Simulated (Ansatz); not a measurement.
## Response to strain in TiN

Base system: TiN in the rock salt structure (space group Fm-3m, No. 225; a = 4.2325 Å). Axes: x, y, z lie along the cube axes.

Strains are applied to the cell and any free atomic positions relax; under biaxial strain the out-of-plane vector relaxes too; under stress the whole cell relaxes.

Computed with r2SCAN/PAW in Ansatz (an electronic-structure program), no spin-orbit coupling.

Candidates:
(a) tensor shear ε_xy = −1.83 %
(b) uniaxial stress, 3 GPa tension along z
(c) strain tensor (xx, yy, zz, yz, xz, xy) = (−0.76, −0.70, +2.36, +0.79, +0.10, +1.10) %
(d) biaxial strain −4.88 %, plane normal [001], relaxed out of plane
(e) isotropic strain −0.54 %

Notes on the quantities. energy relative to the base: free energy F.

### Question
Order them by energy relative to the base, lowest first.

### Answer
(b) uniaxial stress, 3 GPa tension along z (+0.5 meV/atom), (e) isotropic strain −0.54 % (+2.3 meV/atom), (a) tensor shear ε_xy = −1.83 % (+7.2 meV/atom), (c) strain tensor (xx, yy, zz, yz, xz, xy) = (−0.76, −0.70, +2.36, +0.79, +0.10, +1.10) % (+13 meV/atom), (d) biaxial strain −4.88 %, plane normal [001], relaxed out of plane (+118 meV/atom)

Without a gap, meshes like the base's 19×19×19 leave anisotropic stresses uncertain by several tenths of a GPa, and small strain energies with them. Stability under load was not tested beyond the relaxation. The final runs are not spin-polarised. An odd electron count without spin: TiN.
